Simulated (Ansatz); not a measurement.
# Convergence study of the k-point mesh at a smearing width of 0.05 eV for ZnNi (P4mm, 2 atoms in the cell)

```xyz
2
Lattice="2.8805 0.0000 0.0000 0.0000 2.8805 0.0000 0.0000 0.0000 2.8805" Properties=species:S:1:pos:R:3 pbc="T T T"
Zn     1.4402     1.4402     1.4902
Ni     0.0000     0.0000     0.0000
```

Method of the run: PBEsol, default PAW files made with PBE (plane waves; Ansatz, an electronic-structure program).

Base settings: basis.ecutwfc = 420 eV; kpoints.mp_grid.grid = 11 11 11; hamiltonian.xc = pbesol; hamiltonian.pseudopotentials = {kind: paw} (the program's default PAW files); scf.occupations.method = gaussian; scf.occupations.width = 0.1 eV.

In this ladder: scf.occupations.width = 0.05 eV.

The second cell is the first with its lattice scaled by 0.98.

Only quantities that move along the ladder and can be compared are tabulated.

The count of work is k-points × plane waves × bands × iterations; it is no time. 

The starting cell comes from a database of computed structures (which also holds hypothetical and non-ambient phases and stackings), without a prior relaxation at this level. Its lattice was rescaled by up to half a per cent. One atom was moved a little off its site on purpose. Spin polarisation is off. In the base run, with a pressure of about -6 GPa the cell is away from its equilibrium volume at this level. Ansatz's pressure includes its estimate of the finite-basis (Pulay) stress.

Steps (kpoints.mp_grid.grid): 4 4 4; 5 5 5; 6 6 6; 7 7 7; 9 9 9; 10 10 10; 12 12 12; 15 15 15; 18 18 18; 22 22 22; 27 27 27.

Question: What is the coarsest kpoints.mp_grid.grid that holds the energy of the compressed cell less the first within 0.2 meV/atom of the last step, with all finer ones?

Answer: 12 12 12, at 0.13 of the last step's count of work; the step before is off by 0.33 meV/atom.

Question: What is the coarsest kpoints.mp_grid.grid that holds the free energy within 0.5 meV/atom of the last step, with all finer ones?

Answer: 18 18 18, at 0.37 of the last step's count of work; the step before is off by 0.86 meV/atom.

Question: What is the coarsest kpoints.mp_grid.grid that holds the pressure within 0.05 GPa of the last step, with all finer ones?

Answer: 12 12 12, at 0.13 of the last step's count of work; the step before is off by 0.08 GPa.

| kpoints.mp_grid.grid | free energy less the last step's (meV/atom) | energy of the compressed cell less the first (meV/atom) | pressure (GPa) | count of work / last |
|---|---|---|---|---|
| 4 4 4 | 11.51 | -5.48 | -5.95 | 0.012 |
| 5 5 5 | 6.28 | -5.49 | -5.89 | 0.014 |
| 6 6 6 | 5.39 | -6.00 | -6.06 | 0.027 |
| 7 7 7 | 1.67 | -6.02 | -6.09 | 0.027 |
| 9 9 9 | 3.17 | -5.72 | -6.00 | 0.051 |
| 10 10 10 | -3.97 | -6.87 | -6.26 | 0.086 |
| 12 12 12 | -2.37 | -6.61 | -6.20 | 0.13 |
| 15 15 15 | -0.86 | -6.69 | -6.22 | 0.20 |
| 18 18 18 | 0.17 | -6.63 | -6.20 | 0.37 |
| 22 22 22 | 0.20 | -6.53 | -6.17 | 0.64 |
| 27 27 27 | 0.00 | -6.54 | -6.18 | 1.0 |

The energy difference between the two cells stays within 1 meV/atom of the last step's from 6 6 6 on, the total only from 15 15 15 on: much of the error is common to both cells and cancels.

Two neighbours can agree and both be off: 4 4 4 and 5 5 5 differ by 0.01 meV/atom in the energy of the compressed cell less the first, yet lie about 1.1 meV/atom from the last step.

Keys are those of Ansatz 0.2.
